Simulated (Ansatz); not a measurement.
# Pressure series in Mo3Se4

The parent structure is Mo3Se4 (space group R-3, No. 148; a = 9.466 Å, c = 11.181 Å (hexagonal axes)).

Cell and atoms are relaxed at each pressure.

Method: plane-wave PAW DFT at the PBEsol level (Ansatz, a quantum-chemistry and plane-wave program, 420 eV), no SOC.

```json
[
 {"pressure (GPa)": "-2", "volume per atom (Å³/atom)": "21.671"},
 {"pressure (GPa)": "-1", "volume per atom (Å³/atom)": "21.082"},
 {"pressure (GPa)": "0", "volume per atom (Å³/atom)": "20.658"},
 {"pressure (GPa)": "0.3", "volume per atom (Å³/atom)": "?"},
 {"pressure (GPa)": "0.7", "volume per atom (Å³/atom)": "20.408"},
 {"pressure (GPa)": "1.5", "volume per atom (Å³/atom)": "20.153"},
 {"pressure (GPa)": "5", "volume per atom (Å³/atom)": "19.268"},
 {"pressure (GPa)": "7.5", "volume per atom (Å³/atom)": "18.773"},
 {"pressure (GPa)": "10", "volume per atom (Å³/atom)": "18.350"}
]
```

Q: Fit the third-order Birch–Murnaghan form P(V) = (3B₀/2)[(V₀/V)^(7/3) − (V₀/V)^(5/3)]·[1 + (3/4)(B₀′ − 4)((V₀/V)^(2/3) − 1)] (squares taken in P) to the rows shown and predict the withheld row.

A: Least squares on the printed values gives V₀ = 20.675 Å³/atom, B₀ = 53.1 GPa, B₀′ = 8.0; this predicts 20.561 Å³/atom, and the run gives 20.547 Å³/atom, 0.014 lower.

Load acts through the strain it causes; cell and atoms are relaxed under it. No phonon test of stability was made. Competing high-pressure phases were not computed. The final runs are not spin-polarised.
